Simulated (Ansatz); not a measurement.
# Equilibrium lattice constant a of BN (model structure, P6₂22, No. 180, 6 atoms in the cell) at several levels of theory

No measured value is used here.

| level (code) | value (Å) |
|---|---|
| LDA (Ansatz) | 2.578 |
| PBE (Ansatz) | 2.610 |
| PBEsol (Ansatz) | 2.595 |
| PBE-D3(BJ) (Ansatz) | 2.595 |
| r²SCAN (Ansatz) | 2.600 |
| r²SCAN+rVV10 (Ansatz) | 2.598 |

Cutoffs differ between the levels. Ansatz's density-functional and Hartree–Fock values are scalar-relativistic unless marked +SOC, with PAW data made under PBE.

A model structure was made by putting elements into a prototype or built by hand; it is no filed structure, need not be a known phase, and can be a saddle point held by its symmetry.

Ansatz is a quantum-chemistry and plane-wave program.
